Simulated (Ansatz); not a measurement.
Worked example: self-consistent single point of FeNiPt6 (P4/mmm, 8 atoms in the cell) in Ansatz (an electronic-structure program).

Method of the run: PBEsol, PAW files made with PBE (plane waves; Ansatz).

```yaml
crystal:
  lattice:
    - [3.87772, 0.00000, 0.00000]
    - [0.00000, 3.87772, 0.00000]
    - [0.00000, 0.00000, 7.71385]
  atoms:
    - { symbol: Fe, position: [0.00000, 0.00000, 0.00000], spin: 4.0 }
    - { symbol: Ni, position: [0.00000, 0.00000, 0.50000], spin: 2.0 }
    - { symbol: Pt, position: [0.50000, 0.50000, 0.00000] }
    - { symbol: Pt, position: [0.50000, 0.50000, 0.50000] }
    - { symbol: Pt, position: [0.50000, 0.00000, 0.24875] }
    - { symbol: Pt, position: [0.50000, 0.00000, 0.75125] }
    - { symbol: Pt, position: [0.00000, 0.50000, 0.24875] }
    - { symbol: Pt, position: [0.00000, 0.50000, 0.75125] }
```
(The spins are starting values, not results.)

Reference input (self-consistent single point, DFT, PBEsol, plane waves, PAW files made with PBE): kpoints.mp_grid.grid = 6 6 3; hamiltonian.xc = pbesol; hamiltonian.pseudopotentials = {kind: paw} (the program's default PAW files); magnetization.spin_polarized = true; scf.occupations.method = cold; scf.occupations.width = 0.1 eV. This run's input differs from it in these lines:

```diff
@@ -23,2 +23,3 @@
   occupations: { method: cold, width: 0.1 }
+  convergence: { dr2_threshold: 1.0e-02 eV }
 output:
```

Output, abridged:

```
SCF iter   1: F=—  HF=-84568.827697 eV  |F-HF|=—  |Δ(HF+E_count)|=         —  Δρ=1.03e-1 (↑6.52e-2 ↓1.03e-1)  dr2=1.83e1  dr2_m=4.48e0  M=4.482 μB ∫|m|=4.606 μB  β_m=0.30  ethr=3.10e-3  ⟨swp⟩=5.0  Hψ=10958  notcnv=0  defer=66
Mixer restart at iter 1: flushing history
all-band conjugate gradients solve this SCF's bands
preconditioner: auto → Kerker (q_TF=auto, 2.822 Å⁻¹)
   [... lines left out ...]
SCF iter  13: F=—  HF=-84567.081173 eV  |F-HF|=—  |Δ(HF+E_count)|=         —  Δρ=4.27e-4 (↑4.27e-4 ↓3.77e-4)  dr2=2.75e-4  dr2_m=9.40e-5  M=5.051 μB ∫|m|=5.335 μB  β_m=0.82  ethr=1.92e-8  ⟨swp⟩=2.0  Hψ=3993  notcnv=0  defer=379
Mixer restart at iter 13: flushing history
iteration 13: the input's own smearing fills from here on; a Gaussian of 0.1 eV has filled iterations ahead of it
SCF iter  14: F=-84567.072943 eV  HF=-84567.081625 eV  |F-HF|=8.68e-3  |Δ(HF+E_count)|=   4.52e-4  S|Δr|=    0.00e0  Δρ=2.07e-3 (↑9.27e-4 ↓2.07e-3)  dr2=9.07e-3  dr2_m=3.91e-4  M=5.070 μB ∫|m|=5.352 μB  ethr=1.92e-8  ⟨swp⟩=7.0  Hψ=19470  notcnv=0
SCF 1 converged in 14 iterations: F = -84567.072943 eV  dr2 = 9.07e-3
solved again in the potential of the output density, not every published eigenvalue holds within its bar …
Stability not checked (fill_not_monotonic)
Magnetization: 5.0698 μB (73.5349 up, 68.4651 down)
Absolute magnetization: 5.3537 μB (∫|ρ↑−ρ↓|, with the PAW one-centre terms)
Spin contamination: 0.2193 ħ² per cell (⟨S²⟩ above its minimum at these occupations)
   [... lines left out ...]
Free energy (F): -84567.072943 eV
Fermi energy:    21.600861 eV
   [... lines left out ...]
  atom   8  Pt     0.00000000     0.00000000    -0.02913602
--- Stress (GPa, compression-positive) ---
       -6.277963       0.000000       0.000000
        0.000000      -6.277963       0.000000
        0.000000       0.000000      -5.790937
  P = ⅓ Tr σ = -6.1156 GPa (-61.156 kbar)
  The stress holds the Pulay correction. Without it, at fixed plane waves, as pw.x and ABINIT print it: P = -6.1957 GPa
```

The run converged in 14 iterations. Against the reference run the free energy rises by 1.0 meV/atom, the pressure hardly changes (-6.18 to -6.12 GPa), the largest force moves little (0.028 to 0.029 eV/Å) and the size of the net moment stays at 0.63 μB/atom.

The starting cell comes from a database of computed structures (which also holds hypothetical and non-ambient phases and stackings), without a prior relaxation at this level. The magnetic order is the one reached from the typed start; others were not searched systematically. With a pressure of about -6 GPa the cell is away from its equilibrium volume at this level. Ansatz's pressure includes its estimate of the finite-basis (Pulay) stress.

Keys are those of Ansatz 0.2.
